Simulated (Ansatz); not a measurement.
The starting structures come from a database of crystals and need not be the phases stable at ambient conditions.

Inside the gap of an insulator the Bloch states are evanescent, with a wavenumber k + iκ along the transport direction.

Given:

```xyz
8
Lattice="8.4959 0.0000 0.0000 4.2479 8.3672 0.0000 0.0000 5.2619 1.8299" Properties=species:S:1:pos:R:3 pbc="T T T"
K      4.2479     0.0000     0.0000
Ag     6.3719    10.9981     0.9149
Ag     6.3719     2.6310     0.9149
As     0.0000     0.0000     0.0000
O      1.4273     6.1163     1.3264
O      8.4959     3.6829     1.1037
O      7.0686     6.1163     1.3264
O      4.2479     8.2374     1.7332
```

Space group of this cell: I-42m. The cell is taken as given; by r2SCAN its mean pressure is -5.3 GPa.

Transport runs along the normal of the first two printed cell vectors, the (111) plane of the conventional cell.

The gap is the functional's own. No spin-orbit coupling. Mid-gap values are interpolated on the energy grid.

Task: Estimate the band gap and the smallest decay constant κ at mid-gap that r2SCAN in Ansatz (a program for electronic structure) returns for this system.

Result: Gap 0.62 eV on a 16×16×16 mesh; κ = 0.149 1/Å, at the zone centre.
